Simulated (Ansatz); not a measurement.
```cif
data_NiSi2
_chemical_formula_sum 'Ni1 Si2'
_space_group_name_H-M_alt 'P 1'
_space_group_IT_number 1
_cell_length_a 3.80890
_cell_length_b 3.80890
_cell_length_c 3.80890
_cell_angle_alpha 60.000
_cell_angle_beta 60.000
_cell_angle_gamma 60.000
loop_
_space_group_symop_operation_xyz
  'x, y, z'
loop_
_atom_site_label
_atom_site_type_symbol
_atom_site_fract_x
_atom_site_fract_y
_atom_site_fract_z
_atom_site_occupancy
Ni1 Ni 0.00000 0.00000 0.00000 1
Si1 Si 0.25000 0.25000 0.25000 1
Si2 Si 0.75000 0.75000 0.75000 1
```

**Question.** What linear thermal expansion coefficient does the quasi-harmonic free energy on PBEsol in Ansatz (an electronic-structure program) give at 850 K, and what isobaric heat capacity per mole of formula units and Grüneisen parameter?

**Answer.** α = 13.2 × 10⁻⁶ K⁻¹; C_P = 79.8 J/(mol K); γ = 1.77. The crystal is held in this phase throughout; melting and phase transitions are not modelled.

The PAW data sets were generated under PBE and serve the other functionals too.
